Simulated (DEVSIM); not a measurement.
**abrupt Si n-p junction**

Device: abrupt Si n-p junction, at 300 K.

```tsv
layer (left to right)	material	thickness (μm)	Nd (cm⁻³)	Na (cm⁻³)	τn (s)	τp (s)
1	Si	5.40	9.1e17	-	4.8e-5	4.8e-5
2	Si	2.60	-	9.6e16	4.8e-5	4.8e-5
```

Left contact: ohmic. Right contact: ohmic. Voltage is applied to the left contact. Recombination: SRH at mid-gap, Auger. Mobility is μmin + (μ − μmin)/(1 + (N/Nref)^α).

The device is made up for the run: typed textbook-type constants, with dimensions and the other settings drawn at random. Values at 300 K.

| parameter | Si |
|---|---|
| gap (eV) | 1.124 |
| affinity (eV) | 4.05 |
| permittivity | 11.7 |
| Nc (cm⁻³) | 2.86e19 |
| Nv (cm⁻³) | 3.1e19 |
| μn (cm²/Vs) | 1417 |
| μp (cm²/Vs) | 470 |
| μn,min | 52 |
| μp,min | 45 |
| Nref,n | 9.7e16 |
| Nref,p | 2.2e17 |
| αn | 0.68 |
| αp | 0.72 |
| Cn (cm⁶/s) | 2.8e-31 |
| Cp (cm⁶/s) | 9.9e-32 |

DEVSIM, 1D drift-diffusion, Boltzmann statistics, complete ionisation; no tunnelling, impact ionisation, image-force lowering or self-heating.

- Potential step across the device at zero bias: 0.886 V
- Largest field in the device at zero bias: 150000 V/cm
- Dark forward voltage at 1 A/cm²: 0.645 V
- Dark forward voltage at 100 A/cm²: 0.767 V

Dark forward current:

(V (V), J (A/cm²)): (-0.05, -1.1e-10); (-0.10, -7.9e-10); (-0.15, -5.2e-9); (-0.20, -3.5e-8); (-0.25, -2.4e-7); (-0.30, -1.6e-6); (-0.35, -1.1e-5); (-0.40, -7.8e-5); (-0.45, -0.00054); (-0.50, -0.0037); (-0.55, -0.026); (-0.60, -0.18); (-0.65, -1.2); (-0.70, -8.3); (-0.75, -55); (-0.80, -310); (-0.85, -1100); (-0.90, -2800)
